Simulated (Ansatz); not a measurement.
**The (111)A surface of zinc-blende ZnS, from a spin-polarised start, Zn-terminated, 2x2 with 2 OH on 4 top atoms (bottom of the slab: 2 H on 4 bottom sites)**

Level of theory: PBE (plane waves to 420 eV, PAW; Ansatz, a first-principles code).

Model: 38-atom slab, 14.1 Å thick at the start with caps and adatoms, 3x3x1 mesh, Fermi-Dirac 0.025 eV, dipole correction, 8 atoms held, the rest relaxed; no symmetry held; spin-polarised from one start with parallel moments (other orders not tried), no spin-orbit, no U. The starting moment vanished. It is one candidate, not shown to be the stable structure of the face.

The gap of the slab on its k-mesh is 1.72 eV and the highest filled level below the top vacuum level comes out as 6.71 eV. The energy released by relaxation comes out as 1.57 eV, the magnetic moment of the cell comes out as 0.00 μB and the cost is around 40 core-minutes (rough).
